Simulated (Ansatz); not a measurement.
Work function of faces of hcp Zr in PBE and in r2SCAN, in Ansatz (plane waves, PAW). Symmetric slabs relaxed with PBE from ideal cuts in 1x1 cells (the lowest computed cut and spin start of each face; real faces may reconstruct in larger cells); r2SCAN values are single points on them, with the bulk at the same level. No spin-orbit coupling, no U.

```csv
face,PBE (eV),r2SCAN (eV)
(0001),4.19,4.28
(10-10),3.78,3.78
(10-11),3.85,3.85
(10-12),3.43,3.41
(10-13),3.42,3.39
(11-20),3.17,3.12
(11-21),3.40,3.36
(11-22),3.55,?
(11-23),3.36,3.34
```

Question: Fit a straight line y = a·x + b by least squares to the 8 complete rows (x: PBE (eV); y: r2SCAN (eV)).

Answer: the means are x̄ = 3.5750 and ȳ = 3.5663; Σ(x − x̄)² = 0.78180 and Σ(x − x̄)(y − ȳ) = 0.87625, so a = 1.121 and b = ȳ − a·x̄ = -0.441. The largest residual is 0.024.

Question: What does the line predict for the withheld row, (11-22), and what did the calculation give?

Answer: the line gives 3.54; the calculation gave 3.56, a miss of 0.02, of the size of the fitted rows' scatter and rounding.

Ansatz is a quantum-chemistry and plane-wave program.
